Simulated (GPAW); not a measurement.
**How far to go with the plane-wave cutoff: Ir (Fm-3m, 1 atom in the cell)**

```xyz
1
Lattice="0.0000 1.9104 1.9104 1.9104 0.0000 1.9104 1.9104 1.9104 0.0000" Properties=species:S:1:pos:R:3 pbc="T T T"
Ir     0.0000     0.0000     0.0000
```

Method of the run: PBE, GPAW PAW datasets PBE (gpaw-data 1.0.1) (plane waves; GPAW 25.7.0).

Base settings: mode = pw; ecut = 550 eV; xc = PBE; kpts = 5 5 5; mesh shift (steps) = 0 0 0; occupations.name = methfessel-paxton; occupations.width = 0.1 eV; occupations.order = 0; nbands = -9; convergence.density = 1e-05 e/electron.

The second cell is the first with its lattice scaled by 0.98.

The mesh stays at the base's, so the ladder's end is converged at best in this setting alone.

Only quantities that move along the ladder and can be compared are tabulated.

The count of work is k-points × plane waves × bands × iterations; it is no time. 

The starting cell has typed, rounded lattice constants, without a prior relaxation at this level. Its lattice was rescaled by up to half a per cent. Spin polarisation is off. In the base run, with a pressure of about 18 GPa the cell is away from its equilibrium volume at this level. Without a gap this mesh is coarse (it stands for a supercell whose shortest vector is 14 Å).

Steps (ecut): 190 eV; 220 eV; 250 eV; 275 eV; 300 eV; 330 eV; 385 eV; 440 eV; 495 eV; 550 eV; 605 eV; 660 eV; 740 eV; 825 eV; 960 eV; 1100 eV; 1320 eV.

### Question
What is the coarsest ecut that holds the pressure within 1 GPa of the last step, with all finer ones?

### Answer
495 eV, at 0.29 of the last step's count of work; the step before is off by 1.2 GPa.

### Question
What is the coarsest ecut that holds the free energy within 2 meV/atom of the last step, with all finer ones?

### Answer
605 eV; the step before is off by 4.4 meV/atom.

### Question
What is the coarsest ecut that holds the energy of the compressed cell less the first within 1 meV/atom of the last step, with all finer ones?

### Answer
440 eV, at 0.23 of the last step's count of work; the step before is off by 2.3 meV/atom.

| ecut | free energy less the last step's (meV/atom) | energy of the compressed cell less the first (meV/atom) | pressure (GPa) | count of work / last |
|---|---|---|---|---|
| 190 eV | 692.38 | 184.64 | 12.84 | 0.062 |
| 220 eV | 576.59 | 175.21 | 11.22 | 0.074 |
| 250 eV | 420.94 | 170.02 | 8.93 | 0.089 |
| 275 eV | 300.53 | 179.15 | 9.62 | 0.098 |
| 300 eV | 220.43 | 152.08 | 10.87 | 0.12 |
| 330 eV | 142.26 | 165.55 | 12.78 | 0.14 |
| 385 eV | 56.51 | 168.67 | 15.93 | 0.18 |
| 440 eV | 25.04 | 167.25 | 17.13 | 0.23 |
| 495 eV | 10.76 | 166.73 | 17.68 | 0.29 |
| 550 eV | 4.37 | 166.49 | 18.00 | 0.32 |
| 605 eV | 1.50 | 166.44 | 18.16 | 0.47 |
| 660 eV | 0.42 | 166.43 | 18.27 | 0.45 |
| 740 eV | 0.09 | 166.35 | 18.30 | 0.56 |
| 825 eV | 0.06 | 166.35 | 18.31 | 0.58 |
| 960 eV | 0.03 | 166.35 | 18.31 | 0.67 |
| 1100 eV | 0.02 | 166.35 | 18.31 | 0.96 |
| 1320 eV | 0.00 | 166.35 | 18.31 | 1.0 |

The energy difference between the two cells stays within 1 meV/atom of the last step's from 440 eV on, the total only from 660 eV on: much of the error is common to both cells and cancels.

At the lowest cutoff the pressure lies 5.5 GPa under the last step's, the usual sign of Pulay stress in an incomplete plane-wave basis.
